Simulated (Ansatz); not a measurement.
Given:

```yaml
crystal:
  lattice:
    - [2.40501, 1.38853, 4.24499]
    - [-2.40501, 1.38853, 4.24499]
    - [0.00000, -2.77706, 4.24499]
  atoms:
    - { symbol: Ga, position: [0.64331, 0.64331, 0.64331] }
    - { symbol: Ga, position: [0.14331, 0.14331, 0.14331] }
    - { symbol: Ga, position: [0.35669, 0.35669, 0.35669] }
    - { symbol: Ga, position: [0.85669, 0.85669, 0.85669] }
    - { symbol: O, position: [0.75000, 0.44754, 0.05246] }
    - { symbol: O, position: [0.05246, 0.75000, 0.44754] }
    - { symbol: O, position: [0.25000, 0.55246, 0.94754] }
    - { symbol: O, position: [0.55246, 0.94754, 0.25000] }
    - { symbol: O, position: [0.94754, 0.25000, 0.55246] }
    - { symbol: O, position: [0.44754, 0.05246, 0.75000] }
```

No spin polarisation.

All numbers come from LDA (Ansatz, a first-principles code, PAW, no spin-orbit coupling). Γ-centred 8×8×8 mesh, Fermi–Dirac width 0.05 eV.

**Question.** Estimate the electron mass.

**Answer.** 0.31 mₑ along c, 0.29 mₑ across (at Γ).

**Question.** Predict the smallest direct gap.

**Answer.** 4.49 eV.

**Question.** Estimate the band gap.

**Answer.** 4.16 eV.

Load acts through the strain it causes; cell and atoms are relaxed under it. Effective masses come from finite differences of ±0.01 Å⁻¹. Stability against distortions was not tested. No other phases were tried under pressure. The cell was made from Ga2O3 in the corundum structure (space group R-3c, No. 167) by this change: pressure 30 GPa.
